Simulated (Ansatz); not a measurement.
The starting structures come from a database of crystals and need not be the phases stable at ambient conditions.

 Where the default PAW files enter, the runs use the earlier of Ansatz's two default sets.

The decay constant κ of evanescent states in the gap governs leakage through a thin film.

Here is the system:

```
O2Si
1.0
    4.93078     0.00000     0.00000
    0.00000     8.17971     0.00000
    2.37805     0.00000     4.40403
Si O
4 8
Cartesian
  2.89483   0.50894   1.53916
  4.41400   4.59880   2.86487
  1.98186   3.56913   1.34860
  5.32697   7.65899   3.05543
  4.10969   0.43950   2.59935
  3.19915   4.52935   1.80468
  2.45779   2.03928   1.36278
  4.85104   6.12914   3.04125
  5.66290   3.71833   2.35219
  1.64593   7.80819   2.05184
  3.89556   3.99751   4.26944
  3.41328   8.08736   0.13459
```

Space group of this cell: P2_1. The cell is taken as given.

Transport runs along the normal of the first two printed cell vectors.

No gap correction and no spin-orbit coupling; mid-gap values are interpolated between computed energies.

### Question
State the band gap and the smallest decay constant κ at mid-gap according to r2SCAN (Ansatz, a first-principles code).

### Answer
Gap 6.35 eV on a 8×4×8 mesh; κ = 0.513 1/Å, at the zone centre.
